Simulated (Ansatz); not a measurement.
The parent structure is BN in the wurtzite structure (space group P6_3mc, No. 186).

```
BN
1.0
    2.55453     0.00000     0.00000
   -1.27726     2.21229     0.00000
    0.00000     0.00000     4.22457
B N
2 2
Cartesian
  1.27726   0.73743   4.22419
  0.00000   1.47486   2.11191
  1.27726   0.73743   2.64158
  0.00000   1.47486   0.52929
```

The values are results of PBE (Ansatz, an electronic-structure program), no spin-orbit coupling, not measurements.

One change was made to it. Results:

| quantity | base | after |
|---|---|---|
| volume per atom | 5.97 Å³ | 5.65 Å³ |
| electron mass | 0.31 mₑ along c, 0.51 mₑ across (at K) | 0.31 mₑ along c, 0.51 mₑ across (at K) |
| smallest direct gap | 8.23 eV | 8.50 eV |
| valence-band top at Γ (three highest levels, from the VBM) | 0.00, 0.00, -0.26 eV | 0.00, 0.00, -0.31 eV |

Which change produced these results?
(A) pressure 9 GPa
(B) pressure 2.1 GPa
(C) pressure 22.5 GPa
(D) pressure 0.9 GPa

C, pressure 22.5 GPa. For comparison, the valence-band top at Γ in the other runs: pressure 2.1 GPa gives 0.00, 0.00, -0.26 eV; pressure 9 GPa gives 0.00, 0.00, -0.28 eV; pressure 0.9 GPa gives 0.00, 0.00, -0.26 eV.

Load acts through the strain it causes; cell and atoms are relaxed under it. Masses are band curvatures over ±0.01 Å⁻¹ around the edge. No phonon test of stability was made. Competing high-pressure phases were not computed.
